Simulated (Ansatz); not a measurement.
Cost and result by functional for the adsorption energy of CO on the 1x1 (100) surface of monoclinic HfO2 (cut with top plane 2 O), one in a 1x1 cell, started at the site 'hollow O-O-O', in Ansatz (plane waves, PAW). Single points on the PBE structure, on one kind of machine; costs are rough ratios of the slab run's core time (references not counted) to the cheapest single point. r2SCAN's cost holds its higher cutoff (500 against 420 eV). Differences are taken against HSE06 for comparison alone: no measured value is at hand, so the table doesn't rank accuracy. HSE06 ran on a coarser k-mesh, which lowers its cost and may carry part of its shift.

Host crystal: monoclinic HfO2, with a band gap (PBE, scalar-relativistic without spin-orbit coupling).

Model: 26-atom slab, 9.3 Å thick at the start under the adsorbate (thin: gaps and levels are the slab's own), 4x4x1 mesh, Fermi-Dirac 0.01 eV, dipole correction, 12 atoms held, the rest relaxed; no symmetry held; no spin, no spin-orbit, no U, no dispersion correction. At the end it is bonded to Hf. In PBE it is, or lies within 0.03 eV of, the lowest of the starts that converged. These notes are the PBE run's. Adsorption energies are against CO(g). A negative adsorption energy means that the adsorbate is more stable on the surface than in its reference.

```
functional                     relative cost  adsorption energy (eV)  less HSE06 (eV)
-----------------------------  -------------  ----------------------  ---------------
RPBE                                       1                   -0.33             0.19
r2SCAN                                     2                   -0.66            -0.14
HSE06                                     20                   -0.52             0.00
PBE (the relaxed run's value)              –                   -0.54            -0.02
```

The values span 0.33 eV, while the single points' costs differ by a factor of roughly 20. Differences are of unrounded values.

Ansatz is an electronic-structure program.
